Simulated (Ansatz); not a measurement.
**A computed series for TiAl: response to strain**

Base system: TiAl (space group P4/mmm, No. 123; a = 2.766 Å, c = 4.002 Å; relaxed with 0.1 eV smearing). Axes: x, y, z lie along a, b, c of the conventional cell.

Strains are applied to the cell and any free atomic positions relax.

All numbers come from LDA (Ansatz, a first-principles code, PAW, spin-orbit coupling left out).

Notes on the quantities. energy relative to the base: free energy F; pressure: mean of the normal stresses, compression positive.

```tsv
variant	shortest interatomic distance	energy relative to the base	pressure
base	2.766 Å	0 meV/atom	0.0 GPa
tensor shear ε_xz = +1.43 %	2.766 Å	+4.9 meV/atom	0.1 GPa
tensor shear ε_xz = +1.71 %	2.764 Å	+7.0 meV/atom	0.2 GPa
tensor shear ε_xz = +0.86 %	2.766 Å	+1.8 meV/atom	0.1 GPa
tensor shear ε_xz = +2.00 %	2.759 Å	+9.5 meV/atom	0.3 GPa
tensor shear ε_xz = +0.29 %	2.766 Å	+0.2 meV/atom	0.0 GPa
tensor shear ε_xz = +1.14 %	2.766 Å	+3.1 meV/atom	0.1 GPa
tensor shear ε_xz = +0.57 %	2.766 Å	+0.8 meV/atom	0.0 GPa
```

Whether these cells are dynamically stable was not tested. All final runs are without spin polarisation.
